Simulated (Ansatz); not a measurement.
The starting structures come from a database of crystals and need not be the phases stable at ambient conditions.

The decay constant κ of evanescent states in the gap governs leakage through a thin film.

Data:

```yaml
crystal:
  lattice:
    - [8.51484, 0.00000, 0.00000]
    - [4.15475, 7.43240, 0.00000]
    - [2.18005, -3.71620, 4.30845]
  atoms:
    - { symbol: K, position: [0.60944, 0.60944, 0.00000] }
    - { symbol: K, position: [0.39056, 0.39056, 0.00000] }
    - { symbol: K, position: [0.25000, 0.25000, 0.50000] }
    - { symbol: K, position: [0.75000, 0.75000, 0.50000] }
    - { symbol: Ga, position: [0.70553, 0.29447, 0.29447] }
    - { symbol: Ga, position: [0.29447, 0.70553, 0.70553] }
    - { symbol: Ga, position: [0.00000, 0.00000, 0.70553] }
    - { symbol: Ga, position: [0.00000, 0.00000, 0.29447] }
    - { symbol: Ga, position: [0.86144, 0.86144, 0.00000] }
    - { symbol: Ga, position: [0.13856, 0.13856, 0.00000] }
```

Space group of this cell: I4/mmm. The cell is taken as given.

Transport runs along the normal of the first two printed cell vectors, the (110) plane of the conventional cell.

The gap is the functional's own, uncorrected, and κ follows it; spin-orbit coupling is left out. Mid-gap values are interpolated between the computed energies.

Estimate the band gap and the smallest decay constant κ at mid-gap that Ansatz (a quantum-chemistry and plane-wave program) with PBEsol returns for this system.

Gap 0.29 eV on a 8×8×8 mesh; κ = 0.047 1/Å, at the zone centre.
